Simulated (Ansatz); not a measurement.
Start from TiC in the rock salt structure (space group Fm-3m, No. 225; a = 4.2609 Å; relaxed with 0.1 eV smearing). Axes: x, y, z lie along the cube axes.

The values are results of LDA, PAW, 420 eV (Ansatz, a quantum-chemistry and plane-wave program; no spin-orbit coupling), not measurements.

For the base:

| Property | Result |
|---|---|
| Pressure | 0.0 GPa |

Modification: biaxial strain +1.67 %, plane normal [111], relaxed out of plane (Cartesian); in-plane vectors clamped, the third vector and the atoms free.

Q: Predict the new out-of-plane strain, energy relative to the base and pressure.

A: The out-of-plane strain amounts to -1.05 %; the energy increases by 9.4 meV/atom; the pressure (mean of the normal stresses, compression positive) goes from zero to -6.1 GPa.

Stability against distortions was not tested. All final runs are without spin polarisation.
